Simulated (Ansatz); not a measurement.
Consider C in the diamond structure (space group Fd-3m, No. 227).

```
CELL_PARAMETERS angstrom
      0.00000     1.78014     1.78014
      1.78014     0.00000     1.78014
      1.78014     1.78014     0.00000
ATOMIC_POSITIONS crystal
  C  0.50000 0.50000 0.50000
  C  0.75000 0.75000 0.75000
```

Method: Ansatz (a quantum-chemistry and plane-wave program), r2SCAN, PAW, cutoff 500 eV, no spin-orbit coupling, earlier PAW set.

Base values:

| Item | Value |
|---|---|
| Lattice parameter a | 3.560 Å |
| Smallest direct gap | 5.89 eV |

One thing is altered: a hydrostatic pressure of 9 GPa.

Problem. What happens to the lattice parameter a?

Solution. The lattice parameter a shrinks by 0.023 Å (3.560 Å → 3.537 Å).

Problem. Estimate the effect on the smallest direct gap.

Solution. The smallest direct gap increases by 0.055 eV to 5.95 eV.

Load acts through the strain it causes; cell and atoms are relaxed under it. Whether these cells are dynamically stable was not tested. Competing high-pressure phases were not computed.
